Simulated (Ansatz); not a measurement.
1T (CdI2-type) MnBr2, treated with r²SCAN-D4 in Ansatz (PAW).

Run with plane-wave cutoff 560 eV, 12×12×6 k mesh (along the axes of the cell as run), Fermi–Dirac smearing 0.01 eV, spin-polarised with parallel moments, scalar-relativistic PAW data made under PBE.

Properties against volume:

Shape and atoms are relaxed at each volume.

| V (Å³/atom) | P (GPa) | direct gap at Γ (eV) | smallest gap on the k mesh (eV) | c (Å) |
|---|---|---|---|---|
| 25.897 | 0.88 | 3.058 | 2.470 | 6.143 |
| 26.436 | 0.39 | 3.069 | 2.520 | 6.222 |
| 26.976 | 0.00 | 3.077 | 2.563 | 6.305 |
| 27.515 | -0.29 | 3.082 | 2.599 | 6.396 |
| 28.055 | -0.52 | 3.087 | 2.630 | 6.490 |

The fundamental gap (2.56 eV at the equilibrium volume, with added k points) lies elsewhere than Γ–Γ.

Note: the magnetic order was assumed, not searched for or taken from measurement; the bulk modulus comes from volumes at which shape and atoms were relaxed.

Spin–orbit coupling is not included.

Ansatz is a first-principles code.
